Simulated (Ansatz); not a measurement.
The starting structures come from a database of crystals and need not be the phases stable at ambient conditions.

Inside the gap of an insulator the Bloch states are evanescent, with a wavenumber k + iκ along the transport direction.

Input:

```yaml
crystal:
  lattice:
    - [3.80831, 0.00000, 0.00000]
    - [1.90415, 6.39736, 0.00000]
    - [1.90415, 0.56677, 3.31534]
  atoms:
    - { symbol: Ga, position: [0.43537, 0.69389, 0.43537] }
    - { symbol: Ga, position: [0.56463, 0.30611, 0.56463] }
    - { symbol: P, position: [0.05739, 0.82784, 0.05739] }
    - { symbol: P, position: [0.94261, 0.17216, 0.94261] }
```

Space group of this cell: C2/m. The cell is strained (lengths across the current scaled by 0.98, ions clamped); by r2SCAN its mean pressure is 0.9 GPa.

Transport runs along the normal of the first two printed cell vectors.

The gap is the functional's own, uncorrected, and κ follows it; spin-orbit coupling is left out. Mid-gap values are interpolated between the computed energies.

### Question
Give the band gap and the smallest decay constant κ at mid-gap that r2SCAN run with Ansatz (an electronic-structure program) yields.

### Answer
Gap 1.06 eV on a 10×10×10 mesh; κ = 0.113 1/Å, at the zone centre.
